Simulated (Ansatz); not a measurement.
KCl: 4 layers

The reference is KCl in the rock salt structure (space group Fm-3m, No. 225; a = 6.2437 Å). Axes: x, y, z lie along the cube axes.

It is then changed as follows: a free-standing slab of 4 layers (8 atoms, 2 a layer) is cut normal to the z axis, with 15 Å of vacuum and the in-plane cell held at bulk.

Level of theory: PBEsol (Ansatz, an electronic-structure program; PAW; 420 eV plane waves; no spin-orbit coupling). k-mesh 8×8×1 (Γ-centred); smearing 0.05 eV (Fermi–Dirac), for the changed cell.

The layer's space group (with vacuum) comes out as P4/nmm (No. 129) and the shortest interatomic distance shrinks by 0.034 Å (3.122 Å → 3.088 Å). The band gap decreases by 0.08 eV (5.10 eV → 5.02 eV) and the gap character amounts to direct at Γ. The valence-band top at Γ (three highest levels, from the VBM) becomes 0.00, 0.00, -0.02 eV (base: 0.00, 0.00, 0.00 eV) and the excess energy per area of both faces (slab less bulk energy over the cell's area: twice a surface energy) comes out as 0.26 J/m². The thickness between the outermost nuclei amounts to 9.37 Å and the change of the spacing d12 from its bulk value of 3.122 Å amounts to -0.6 %. The change of the spacing d23 from its bulk value of 3.122 Å comes out as +0.1 %.

Cost of the whole job for the changed cell (relaxation, final SCF and bands): very roughly 40 core-seconds.

The excess energy carries the mismatch between the slab's and the bulk's meshes. Whether these cells are dynamically stable was not tested. Labels are those of the standard path for the cell's own space group.
